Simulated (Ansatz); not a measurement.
Ir₂P (Fm-3m), PBEsol, DFPT electron-phonon coupling, linearised Boltzmann equation in Ansatz (a first-principles code). Phonon-limited resistivity 4.36 μΩ·cm at 300 K, current-weighted mean free path 22 nm, Drude plasma energy 7.77 eV.

Problem. What is the classical skin depth at 10 GHz (nonmagnetic, μ₀ = 1.257×10⁻⁶ H/m)?

Solution. δ = √(ρ/(π f μ₀)) = 1050 nm.

Problem. What Drude relaxation time do resistivity and plasma energy imply?

Solution. ω_p = 1.18e16 s⁻¹, so τ = 1/(ε₀ ω_p² ρ) = 18.6 fs, a damping ħ/τ of 35.4 meV.

A metal at this level (no band gap). Only scattering by harmonic phonons is included (no impurities, grain boundaries, electron-electron scattering or thermal expansion). Spin-orbit coupling is left out, which matters with elements this heavy. The squared frequency of the phonon mode least converged on the k mesh is uncertain by about 23 %. Halving the electron mesh (28x28x28) moves the resistivity by up to 7 % at 300 K, the mean free path by up to 2 %. Smearing 0.20 eV; phonons on a 4x4x4 q mesh, which this run doesn't test.

Formula and space group known from diffraction (Crystallography Open Database), not checked to be the room-temperature form: Ir2P (Fm-3m).
